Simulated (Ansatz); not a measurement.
The reference is PbSe in the rock salt structure (space group Fm-3m, No. 225).

```
CELL_PARAMETERS angstrom
      0.00000     3.08885     3.08885
      3.08885     0.00000     3.08885
      3.08885     3.08885     0.00000
ATOMIC_POSITIONS crystal
  Se 0.00000 0.00000 0.00000
  Pb 0.50000 0.50000 0.50000
```

Cartesian axes are those of the cell as printed.

Level of theory: r2SCAN (Ansatz, an electronic-structure program), scalar-relativistic without spin-orbit coupling, earlier PAW set.

Perturbation: a pure shear with ε_yz = ε_zy = 0.0095; the atoms relax in the strained cell.

Q: Predict the stress tensor and what it implies for the stiffness.

A: Stress of the strained cell less that of the base (GPa, compression positive):
```
  -0.01    0.00    0.00
   0.00    0.00   -0.35
   0.00   -0.35    0.00
```

Then −Δσ/γ with γ = 2ε = 0.0190 gives relaxed-ion elastic constants: C44 ≈ 18 GPa.

No phonon test of stability was made.
